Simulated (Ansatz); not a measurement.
A self-consistent single point of SrMg6Ni (P1, 8 atoms in the cell) with Ansatz (a program for electronic structure).

Computed with PBEsol, harder PAW files (source: ansatz) made with PBE (plane waves; Ansatz).

```xyz
8
Lattice="4.9661 0.0000 0.0000 0.0000 3.0176 6.5898 0.0000 -3.0176 6.5898" Properties=species:S:1:pos:R:3 pbc="T T T"
Sr     2.4913     0.0170     9.2106
Mg     2.4746     1.4981     5.8322
Mg     2.4770    -1.4807     5.8458
Mg     0.0012     1.5698     7.5894
Mg     0.0162    -1.6068     7.6213
Mg     0.0080     0.0281     3.8518
Mg     0.0123    -0.0295    11.4333
Ni     2.4516     0.0039     1.3340
```

Reference input (self-consistent single point, DFT, PBEsol, plane waves, harder PAW files (source: ansatz) made with PBE): basis.ecutwfc = 67.6 Ry; kpoints.mp_grid.grid = 5 4 4; hamiltonian.xc = pbesol; hamiltonian.pseudopotentials = {kind: paw, source: ansatz}; scf.occupations.method = gaussian; scf.occupations.width = 0.02 Ry. This run's input differs from it in these lines:

Ansatz 0.2 input:
```diff
@@ -23,3 +23,3 @@
 scf:
-  occupations: { method: gaussian, width: 0.02 Ry }
+  occupations: { method: gaussian, width: 0.0367 Ry }
 output:
```

Log, with long lists cut:

```
SCF iter   1: F=—  HF=-20772.492870 eV  |F-HF|=—  |Δ(HF+E_count)|=         —  Δρ=1.77e-1  dr2=7.79e1  ethr=3.10e-3  ⟨swp⟩=8.9  Hψ=9748  notcnv=0
all-band conjugate gradients solve this SCF's bands
preconditioner: auto → Kerker (q_TF=auto, 2.384 Å⁻¹)
SCF iter   2: F=—  HF=-20770.405236 eV  |F-HF|=—  |Δ(HF+E_count)|=    2.09e0  Δρ=7.79e-2  dr2=1.42e1  ethr=3.10e-3  ⟨swp⟩=2.0  Hψ=2947  notcnv=0
   [... lines left out ...]
SCF iter   8: F=—  HF=-20769.688731 eV  |F-HF|=—  |Δ(HF+E_count)|=   1.54e-5  Δρ=8.35e-5  dr2=2.04e-5  ethr=1.74e-7  ⟨swp⟩=1.4  Hψ=2267  notcnv=0  defer=2
SCF iter   9: F=—  HF=-20769.688573 eV  |F-HF|=—  |Δ(HF+E_count)|=   1.58e-4  Δρ=3.18e-5  dr2=3.41e-6  ethr=2.32e-8  ⟨swp⟩=2.0  Hψ=2437  notcnv=0  defer=2
SCF iter  10: F=—  HF=-20769.688573 eV  |F-HF|=—  |Δ(HF+E_count)|=   2.16e-7  Δρ=7.29e-6  dr2=1.18e-7  ethr=3.87e-9  ⟨swp⟩=1.7  Hψ=2323  notcnv=0  defer=2
SCF iter  11: F=-20769.688573 eV  HF=-20769.688573 eV  |F-HF|=1.20e-9  |Δ(HF+E_count)|=   3.37e-9  Δρ=8.28e-7  dr2=1.86e-9  ethr=1.14e-10  ⟨swp⟩=10.5  Hψ=10392  notcnv=0
SCF 1 converged in 11 iterations: F = -20769.688573 eV  dr2 = 1.86e-9
Free energy (F): -20769.688573 eV
Internal energy: -20769.072434 eV  (E = F + TS)
E sigma→0 (E₀):  -20769.380503 eV
Entropy (-TS):   -0.616138 eV (-77.017 meV/atom)
Fermi energy:    6.027554 eV
--- Forces (eV/Å), atoms counted from 1 ---
  atom   1  Sr    -0.01043524    -0.00802382    -0.05140917
  atom   2  Mg     0.04562154    -0.01773779    -0.00124077
  atom   3  Mg     0.05726313    -0.00190201    -0.01762637
  atom   4  Mg    -0.01715416     0.01344509     0.10518718
  atom   5  Mg    -0.06228190     0.01176783     0.05467385
  atom   6  Mg     0.00933386    -0.11265743    -0.03539802
  atom   7  Mg    -0.05079176     0.12887490    -0.04242130
  atom   8  Ni     0.02844443    -0.01376676    -0.01175868
--- Stress (GPa, compression-positive) ---
       -1.349373       0.012661      -0.019913
        0.012661      -1.216114      -0.151841
       -0.019913      -0.151841      -0.232047
  P = ⅓ Tr σ = -0.9325 GPa (-9.325 kbar)
  The stress holds the Pulay correction. Without it, at fixed plane waves, as pw.x and ABINIT print it: P = -0.9370 GPa
```

The run converged in 11 iterations. Against the reference run the free energy falls by 28.2 meV/atom, the pressure goes from -1.03 to -0.93 GPa and the largest force moves little (0.146 to 0.145 eV/Å).

The starting cell comes from a database of computed structures (which also holds hypothetical and non-ambient phases and stackings), without a prior relaxation at this level. Its atoms were displaced at random from the sites of space group no. 38. Spin polarisation is off. Ansatz's pressure includes its estimate of the finite-basis (Pulay) stress. The cutoff lies below the one recommended for these files.

Cost on one core of a shared machine: roughly 3 min.
